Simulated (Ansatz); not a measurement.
## Ta under a change: pressure −2 GPa

Take Ta in the bcc (W type) structure (space group Im-3m, No. 229; a = 3.305 Å) as the base.

The change: a negative pressure, −2 GPa.

The values are results of r2SCAN/PAW in Ansatz (a quantum-chemistry and plane-wave program), scalar-relativistic without spin-orbit coupling, not measurements. Γ-centred 20×20×20 mesh, Fermi–Dirac width 0.05 eV.

* **Density**: 16.48 g/cm³ (base 16.65 g/cm³)
* **Lattice parameter a**: 3.316 Å (base 3.305 Å)
* **Shortest interatomic distance**: 2.872 Å (base 2.862 Å)
* **Enthalpy H = E + PV relative to the base's energy**: -0.23 eV/atom
* **Band gap**: zero (base zero)

Cost of the whole job for the changed cell (relaxation, final SCF and bands): around 17 core-seconds (rough).

Load acts through the strain it causes; cell and atoms are relaxed under it. Whether these cells are dynamically stable was not tested. All final runs are without spin polarisation.
